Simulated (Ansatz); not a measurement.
Cost and result by functional for the adsorption energy of NH3 on the (000-1) surface of wurtzite GaN (2x2 with 3 H on 4 top atoms; a constructed slab, bottom: 3 H on 4 bottom sites), one in a cell of 36 Å², started at the site 'hollow H #2', in Ansatz (plane waves, PAW). Single points on the PBE structure, on one kind of machine; costs are rough ratios of the slab run's core time (references not counted) to the cheapest single point. r2SCAN's cost holds its higher cutoff (500 against 420 eV). Differences are taken against r2SCAN for comparison alone: no measured value is at hand, so the table doesn't rank accuracy.

Host crystal: wurtzite GaN, with a band gap (PBE, scalar-relativistic without spin-orbit coupling).

Model: 50-atom slab, 13.8 Å thick at the start with caps and adatoms under the adsorbate (thin: gaps and levels are the slab's own), 4x4x1 mesh, Fermi-Dirac 0.01 eV, dipole correction, 19 atoms held, the rest relaxed; no symmetry held; no spin, no spin-orbit, no U, no dispersion correction. At the end no host atom lies within bonding distance. In PBE it is, or lies within 0.03 eV of, the lowest of the starts that converged. These notes are the PBE run's. Adsorption energies are against NH3(g). A negative adsorption energy means that the adsorbate is more stable on the surface than in its reference.

```
functional                     relative cost  adsorption energy (eV)  less r2SCAN (eV)
-----------------------------  -------------  ----------------------  ----------------
RPBE                                       1                   -0.17              0.17
r2SCAN                                     2                   -0.34              0.00
PBE (the relaxed run's value)              –                   -0.30              0.05
```

The values span 0.17 eV, while the single points' costs differ by a factor of roughly 2. Differences are of unrounded values.

Ansatz is a first-principles code.
